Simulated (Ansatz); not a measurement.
A self-consistent single point of LuAu2 (I4mm, 3 atoms in the cell) with Ansatz (a first-principles code).

Computed with LDA (PW92), default PAW files made with PBE (plane waves; Ansatz).

```xyz
3
Lattice="-1.8316 1.8316 4.4709 1.8316 -1.8316 4.4709 1.8316 1.8316 -4.4709" Properties=species:S:1:pos:R:3 pbc="T T T"
Lu     0.0000     0.0000     0.0500
Au     0.0000     0.0000     5.9369
Au     0.0000     0.0000     3.0050
```

Reference input (self-consistent single point, DFT, LDA (PW92), plane waves, default PAW files made with PBE): basis.ecutwfc = 420 eV; kpoints.mp_grid.grid = 13 13 13; hamiltonian.xc = lda; hamiltonian.pseudopotentials = {kind: paw} (the program's default PAW files); scf.occupations.method = gaussian; scf.occupations.width = 0.1 eV. This run's input differs from it in these lines:

Ansatz 0.2 input:
```diff
@@ -13,3 +13,3 @@
 kpoints:
-  mp_grid: { grid: [13, 13, 13] }
+  mp_grid: { grid: [11, 11, 11] }
 hamiltonian:
@@ -18,3 +18,3 @@
 scf:
-  occupations: { method: gaussian, width: 0.1 }
+  occupations: { method: gaussian, width: 0.02 }
 output:
```

The program printed (abridged):

```
SCF iter   1: F=—  HF=-40225.490591 eV  |F-HF|=—  |Δ(HF+E_count)|=         —  Δρ=5.83e-3  dr2=1.91e-2  ethr=1.77e-3  ⟨swp⟩=6.0  Hψ=22510  notcnv=0
all-band conjugate gradients solve this SCF's bands
preconditioner: auto → Resta (q_TF=auto, 2.751 Å⁻¹)
SCF iter   2: F=—  HF=-40225.485769 eV  |F-HF|=—  |Δ(HF+E_count)|=   4.82e-3  Δρ=2.67e-3  dr2=2.53e-3  ethr=3.03e-5  ⟨swp⟩=3.2  Hψ=11121  notcnv=0  defer=207
   [... lines left out ...]
SCF iter   4: F=—  HF=-40225.485136 eV  |F-HF|=—  |Δ(HF+E_count)|=   2.27e-4  Δρ=6.09e-4  dr2=1.36e-4  ethr=5.23e-7  ⟨swp⟩=3.1  Hψ=9589  notcnv=0  defer=207
SCF iter   5: F=—  HF=-40225.485091 eV  |F-HF|=—  |Δ(HF+E_count)|=   4.55e-5  Δρ=1.62e-4  dr2=1.37e-5  ethr=2.17e-7  ⟨swp⟩=2.9  Hψ=10597  notcnv=0  defer=207
SCF iter   6: F=—  HF=-40225.485081 eV  |F-HF|=—  |Δ(HF+E_count)|=   9.70e-6  Δρ=5.20e-5  dr2=1.32e-6  ethr=2.17e-8  ⟨swp⟩=2.0  Hψ=8078  notcnv=0  defer=207
SCF iter   7: F=-40225.485081 eV  HF=-40225.485081 eV  |F-HF|=2.24e-8  |Δ(HF+E_count)|=   6.27e-7  Δρ=7.99e-6  dr2=5.05e-8  ethr=1.59e-10  ⟨swp⟩=11.1  Hψ=36369  notcnv=0
SCF 1 converged in 7 iterations: F = -40225.485081 eV  dr2 = 5.05e-8
Free energy (F): -40225.485081 eV
Internal energy: -40225.484650 eV  (E = F + TS)
E sigma→0 (E₀):  -40225.484865 eV
Entropy (-TS):   -0.000430 eV (-0.143 meV/atom)
Fermi energy:    18.207767 eV
--- Forces (eV/Å), atoms counted from 1 ---
  atom   1  Lu    -0.00000000     0.00000000    -0.30898999
  atom   2  Au     0.00000000    -0.00000000     0.17614685
  atom   3  Au    -0.00000000     0.00000000     0.13282783
--- Stress (GPa, compression-positive) ---
       -7.395634      -0.000000      -0.000000
       -0.000000      -7.395634      -0.000000
       -0.000000      -0.000000      -9.083102
  P = ⅓ Tr σ = -7.9581 GPa (-79.581 kbar)
  The stress holds the Pulay correction. Without it, at fixed plane waves, as pw.x and ABINIT print it: P = -8.0002 GPa
```

The run converged in 7 iterations. Against the reference run the free energy goes up by 4.2 meV/atom, the pressure hardly changes (-7.99 to -7.96 GPa) and the largest force moves little (0.305 to 0.309 eV/Å).

The starting cell comes from a database of computed structures (which also holds hypothetical and non-ambient phases and stackings), without a prior relaxation at this level. Its lattice was rescaled by up to half a per cent. One atom was moved a little off its site on purpose. With a pressure of about -8 GPa the cell is away from its equilibrium volume at this level. Ansatz's pressure includes its estimate of the finite-basis (Pulay) stress.

Cost on one core of a shared machine: roughly 40 s.
